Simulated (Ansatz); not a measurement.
The starting structures come from a database of crystals and need not be the phases stable at ambient conditions.

 Where the default PAW files enter, the runs use the earlier of Ansatz's two default sets.

Evanescent states of BaHI (P4/nmm, not sure to be the ambient phase, 6 atoms a cell, 29.7 Å³ an atom) along the normal of (100)

Calculation: r2SCAN (plane waves, PAW; Ansatz, a first-principles code).

The gap is the functional's own. No spin-orbit coupling. Mid-gap values are interpolated on the energy grid.

Energies count from the valence-band top; κ is the least over a 6×4 mesh across the current.

| E (eV) | κ (1/Å) | where |
|---|---|---|
| 0.08 | 0.145 | off Γ |
| 0.24 | 0.247 | off Γ |
| 0.40 | 0.313 | off Γ |
| 0.56 | 0.331 | off Γ |
| 0.72 | 0.341 | off Γ |
| 0.88 | 0.346 | off Γ |
| 1.04 | 0.349 | off Γ |
| 1.20 | 0.351 | off Γ |
| 1.36 | 0.352 | off Γ |
| 1.52 | 0.352 | off Γ |
| 1.68 | 0.351 | off Γ |
| 1.84 | 0.345 | off Γ |
| 2.00 | 0.328 | off Γ |
| 2.16 | 0.310 | off Γ |
| 2.32 | 0.289 | off Γ |
| 2.48 | 0.265 | off Γ |
| 2.64 | 0.237 | off Γ |
| 2.80 | 0.204 | off Γ |
| 2.96 | 0.162 | off Γ |
| 3.12 | 0.101 | off Γ |

Q: How thick must the barrier be to attenuate the transmission by 10^6 when the electrodes' Fermi level lies at 1.20 eV, and what attenuation does that film give at 3.12 eV?

A: d = 6 ln 10 / (2 × 0.351) = 19.7 Å. At 3.12 eV it gives 6 × 0.101/0.351 = 1.7 decades.
